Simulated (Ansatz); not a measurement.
Functionals compared on the (310) surface of germanium in its 1x1 cell, relaxed from an ideal cut (the real face may reconstruct), outermost plane spacing 0.91 Å in the ideal cut (in the relaxation 4 Ge–Ge bonds formed), in Ansatz (plane waves, PAW). The structure was relaxed with PBE; the other rows are single points on it, each with its references at the same level. Cutoff 420 eV (500 eV for r2SCAN).

Set-up: 26 atoms, 10.9 Å thick at the start; mesh 5x3x1; 0.025 eV smearing; dipole correction on; all atoms relaxed; start symmetry kept, larger cells not searched; no spin (no spin-polarised run to compare, though such a face may carry moments), no spin-orbit, no U. The slab shows no gap on its mesh. These notes are the PBE run's.

```tsv
functional	surface energy (J/m²)	work function of the top face (eV)	rough cost of the single point
PBE	0.98	4.25	–
LDA	…	…	around 3 core-minutes (rough)
PBEsol	1.09	4.33	about 2.9 core-minutes (a rough figure)
RPBE	0.88	4.13	roughly 3.0 core-minutes
r2SCAN	1.27	4.33	very roughly 5 core-minutes
```

Question: Fill in the missing entries.

Answer: 
- LDA, surface energy (J/m²): 1.18
- LDA, work function of the top face (eV): 4.52

Ansatz is an electronic-structure program.
